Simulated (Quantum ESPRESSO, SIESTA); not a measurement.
A SIESTA input for a self-consistent single point of Te2Mo (P6_3/mmc, 6 atoms in the cell) (DFT, GGA PBE, numerical atomic orbitals DZP, PseudoDojo PBE standard norm-conserving potentials (rewritten from UPF to PSML)):

```
# files in the folder: Te.psml Mo.psml (PseudoDojo PBE standard)
SystemName  Te2Mo
SystemLabel siesta

NumberOfAtoms                6
NumberOfSpecies              2
%block ChemicalSpeciesLabel
  1 52 Te
  2 42 Mo
%endblock ChemicalSpeciesLabel
LatticeConstant              1.0 Bohr
%block LatticeVectors
     6.483820409    0.000000000    0.000000000
    -3.241910204    5.615151104    0.000000000
     0.000000000    0.000000000   26.635693506
%endblock LatticeVectors
AtomicCoordinatesFormat      ScaledCartesian
%block AtomicCoordinatesAndAtomicSpecies
    -0.000003242    3.743435941   16.722421097  1
     3.241913446    1.871715163    9.913272409  1
     3.241913446    1.871715163    3.404574344  1
    -0.000003242    3.743435941   23.231119162  1
    -0.000003242    3.743435941    6.658923377  2
     3.241913446    1.871715163   19.976770130  2
%endblock AtomicCoordinatesAndAtomicSpecies

XC.functional                GGA
XC.authors                   PBE
PAO.BasisSize                DZP
PAO.EnergyShift              0.01 Ry
MeshCutoff                   300 Ry
%block kgrid.MonkhorstPack
    6   0   0  0.0
    0   6   0  0.0
    0   0   2  0.0
%endblock kgrid.MonkhorstPack
OccupationFunction           FD
ElectronicTemperature        10 K

MaxSCFIterations             150
SCF.Mixer.Method             Broyden
SCF.Mixer.Weight             0.1
SCF.Mixer.History            8
SCF.DM.Tolerance             1.0E-04
Diag.ParallelOverK           true
WriteForces                  true
Charge.Mulliken              end
```

**Question.** Give the Quantum ESPRESSO input for the same structure, mesh, smearing and functional.

**Answer.** This is the input that was run; spellings and numerical settings could be chosen otherwise.

```fortran
&control
   calculation = 'scf',
   prefix = 'pwscf',
   outdir = './tmp',
   pseudo_dir = './',
   verbosity = 'high',
   tprnfor = .true.,
   tstress = .true.,
/
&system
   ibrav = 0,
   nat = 6,
   ntyp = 2,
   ecutwfc = 55,
   ecutrho = 330,
   occupations = 'fixed',
   nbnd = 28,
/
&electrons
   conv_thr = 1e-10,
   mixing_beta = 0.7,
/
ATOMIC_SPECIES
Te   127.6000  Te.pbe-n-kjpaw_psl.1.0.0.UPF
Mo    95.9500  Mo.pbe-spn-kjpaw_psl.1.0.0.UPF
ATOMIC_POSITIONS crystal
Te    0.333333333    0.666666667    0.627820000
Te    0.666666667    0.333333333    0.372180000
Te    0.666666667    0.333333333    0.127820000
Te    0.333333333    0.666666667    0.872180000
Mo    0.333333333    0.666666667    0.250000000
Mo    0.666666667    0.333333333    0.750000000
K_POINTS automatic
6 6 2  0 0 0
CELL_PARAMETERS angstrom
   3.431089363     0.000000000     0.000000000
  -1.715544682     2.971410551     0.000000000
   0.000000000     0.000000000    14.095002000
```

Basis settings and potentials, where a program has them, do not carry over. This input uses DFT, PBE, plane waves, PSlibrary PAW (PBE) pseudopotentials.

The starting cell comes from a database of computed structures (which also holds hypothetical and non-ambient phases and stackings), without a prior relaxation at this level. Its lattice was rescaled by a random factor within 2.5 % of one. For this run, on top of that: lattice scaled by 0.98.
